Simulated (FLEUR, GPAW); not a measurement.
A GPAW input for a self-consistent single point of Be3Rh (P6_3/mmc, 8 atoms in the cell) (DFT LDA (Perdew-Wang 92), plane waves, GPAW PAW datasets LDA (gpaw-data 1.0.1)):

```python
from ase import Atoms
from ase.units import GPa
from gpaw import GPAW

atoms = Atoms(['Be', 'Be', 'Be', 'Be', 'Be', 'Be', 'Rh', 'Rh'],
              cell=[[4.798781, 0.000000, 0.000000],
                    [-2.399391, 4.155866, 0.000000],
                    [0.000000, 0.000000, 3.735509]],
              scaled_positions=[[0.160155, 0.320310, 0.250000],
                                [0.839845, 0.679690, 0.750000],
                                [0.839845, 0.160155, 0.750000],
                                [0.160155, 0.839845, 0.250000],
                                [0.679690, 0.839845, 0.250000],
                                [0.320310, 0.160155, 0.750000],
                                [0.333333, 0.666667, 0.750000],
                                [0.666667, 0.333333, 0.250000]],
              pbc=True)

calc = GPAW(mode={'name': 'pw', 'ecut': 800},
            xc='LDA',
            kpts={'size': (11, 11, 12), 'gamma': True},
            occupations={'name': 'fermi-dirac', 'width': 0.1},
            nbands=-16,
            symmetry={'symmorphic': False, 'tolerance': 0.0005},
            maxiter=120)

atoms.calc = calc

energy = atoms.get_potential_energy()
print('Energy (eV):', round(energy, 6))
forces = atoms.get_forces()
print('Forces (eV/Ang):')
print(forces.round(5))
stress = atoms.get_stress()
print('Stress (GPa, Voigt):', (stress / GPa).round(4))
```

Task: Give the FLEUR input for the same structure, mesh, smearing and functional.

Result: One input that does it (others would too):

Input of the input generator:

```
Be3Rh FLAPW
&input film=f /
9.0683815458 0.0000005365 0.0000000000
-4.5341912376 7.8534485216 0.0000000000
0.0000000000 0.0000000000 7.0590889461
1.0
1.0 1.0 1.0

8
4 0.1601550000 0.3203100000 0.2500000000
4 0.8398450000 0.6796900000 0.7500000000
4 0.8398450000 0.1601550000 0.7500000000
4 0.1601550000 0.8398450000 0.2500000000
4 0.6796900000 0.8398450000 0.2500000000
4 0.3203100000 0.1601550000 0.7500000000
45 0.3333333333 0.6666666667 0.7500000000
45 0.6666666667 0.3333333333 0.2500000000

&comp jspins=1 /
&exco xctyp='pz' /
&kpt div1=11 div2=11 div3=12 gamma=t /
&end /
```

```xml
<?xml version="1.0" encoding="UTF-8" standalone="no"?>
<fleurInput fleurInputVersion="0.39">
   <comment>
      Be3Rh FLAPW                                                                                         
   </comment>
   <calculationSetup>
      <cutoffs Kmax="4.0" Gmax="16.0" GmaxXC="16.0" numbands="0"/>
      <scfLoop itmax="60" minDistance="0.00001" maxIterBroyd="15" imix="Anderson" alpha="0.05" precondParam="0.0" spinf="2.0"/>
      <coreElectrons ctail="T" frcor="F" kcrel="0" coretail_lmax="0"/>
      <xcFunctional name="pz" relativisticCorrections="F"/>
      <magnetism jspins="1"/>
      <soc l_soc="F" theta="0.0" phi="0.0" spav="F"/>
      <expertModes spex="0" secvar="F"/>
      <geometryOptimization l_f="T" forcealpha="1.0" forcemix="BFGS" epsdisp="0.00001" epsforce="0.00001"/>
      <ldaU l_linMix="F" mixParam="0.05" spinf="1.0"/>
   </calculationSetup>
   <cell>
      <bzIntegration valenceElectrons="42.0" mode="hist" fermiSmearingEnergy="0.00367493">
         <kPointListSelection listName="default-1"/>
         <!-- k-points included here -->
         <xi:include xmlns:xi="http://www.w3.org/2001/XInclude" href="kpts.xml"> </xi:include>
      </bzIntegration>
      <!-- symmetry operations included here -->
      <xi:include xmlns:xi="http://www.w3.org/2001/XInclude" href="sym.xml"> </xi:include>
      <bulkLattice scale="1.0">
         <bravaisMatrix>
            <row-1>    9.0683815457999994     0.0000005365000000     0.0000000000000000</row-1>
            <row-2>   -4.5341912376000000     7.8534485215999998     0.0000000000000000</row-2>
            <row-3>    0.0000000000000000     0.0000000000000000     7.0590889461000002</row-3>
         </bravaisMatrix>
      </bulkLattice>
   </cell>
   <atomSpecies>
      <species name="Beryllium (Be)" element="Be" atomicNumber="4">
         <mtSphere radius="1.98" gridPoints="697" logIncrement="0.015"/>
         <atomicCutoffs lmax="8" lnonsphr="6"/>
         <electronConfig flipSpins="F">
            <coreConfig>(1s1/2)</coreConfig>
            <valenceConfig>(2s1/2)</valenceConfig>
         </electronConfig>
         <energyParameters s="2" p="2" d="3" f="4"/>
      </species>
      <species name="Rhodium (Rh)" element="Rh" atomicNumber="45">
         <mtSphere radius="2.09" gridPoints="737" logIncrement="0.017"/>
         <atomicCutoffs lmax="8" lnonsphr="6"/>
         <electronConfig flipSpins="F">
            <coreConfig>(1s1/2) (2s1/2) (2p1/2) (2p3/2) (3s1/2) (3p1/2) (3p3/2) (4s1/2) (3d3/2) (3d5/2)</coreConfig>
            <valenceConfig>(4p1/2) (4p3/2) (5s1/2) (4d3/2) (4d5/2)</valenceConfig>
            <stateOccupation state="(5s1/2)" spinUp="0.5" spinDown="0.5"/>
            <stateOccupation state="(4d3/2)" spinUp="1.6" spinDown="1.6"/>
            <stateOccupation state="(4d5/2)" spinUp="2.4" spinDown="2.4"/>
         </electronConfig>
         <energyParameters s="5" p="5" d="4" f="4"/>
         <lo type="SCLO" l="1" n="4" eDeriv="0"/>
      </species>
   </atomSpecies>
   <atomGroups>
      <atomGroup species="Beryllium (Be)">
         <relPos label="                   1">.1601550000 .3203100000 1.000/4.000</relPos>
         <relPos label="                   2">-.1601550000 -.3203100000 -1.000/4.000</relPos>
         <relPos label="                   3">-.1601550000 .1601550000 -1.000/4.000</relPos>
         <relPos label="                   4">.1601550000 -.1601550000 1.000/4.000</relPos>
         <relPos label="                   5">-.3203100000 -.1601550000 1.000/4.000</relPos>
         <relPos label="                   6">.3203100000 .1601550000 -1.000/4.000</relPos>
         <force calculate="T" relaxXYZ="TTT"/>
      </atomGroup>
      <atomGroup species="Rhodium (Rh)">
         <relPos label="                   7">1.000/3.000 -1.000/3.000 -1.000/4.000</relPos>
         <relPos label="                   8">-1.000/3.000 1.000/3.000 1.000/4.000</relPos>
         <force calculate="T" relaxXYZ="TTT"/>
      </atomGroup>
   </atomGroups>
   <output dos="F" band="F" slice="F">
      <checks vchk="F" cdinf="F"/>
      <bandDOS minEnergy="-.5*Htr" maxEnergy="0.5*Htr" sigma="0.015" storeEVData="T"/>
      <vacuumDOS vacdos="F" integ="F" star="F" nstars="0" locx1="0.0" locy1="0.0" locx2="0.0" locy2="0.0" nstm="0" tworkf="0.0"/>
      <unfoldingBand unfoldBand="F" supercellX="1" supercellY="1" supercellZ="1"/>
      <plotting iplot="0" polar="F">
         <plot TwoD="T" vec1="  1.0  0.0  0.0" vec2="  0.0  1.0  0.0" vec3="  0.0  0.0  1.0" zero="  0.0  0.0  0.0" file="plot"/>
      </plotting>
      <chargeDensitySlicing numkpt="0" minEigenval="0.0" maxEigenval="0.0" nnne="0" pallst="F"/>
      <specialOutput eonly="F"/>
      <magneticCircularDichroism mcd="F" energyLo="-10.0" energyUp="0.0"/>
   </output>
  <!-- We include the file relax.xml here to enable relaxations (see documentation) -->
  <xi:include xmlns:xi="http://www.w3.org/2001/XInclude" href="relax.xml"> <xi:fallback/> </xi:include>
</fleurInput>
```

Basis, cutoffs, solver keys and any potentials are the target program's own. This input uses DFT, LDA (Perdew-Zunger), all-electron FLAPW (FLEUR), scalar-relativistic valence. LDA parametrisations can differ slightly between programs.

The starting cell comes from a database of computed structures (which also holds hypothetical and non-ambient phases and stackings), without a prior relaxation at this level. Its lattice was rescaled by a random factor within 2.5 % of one.
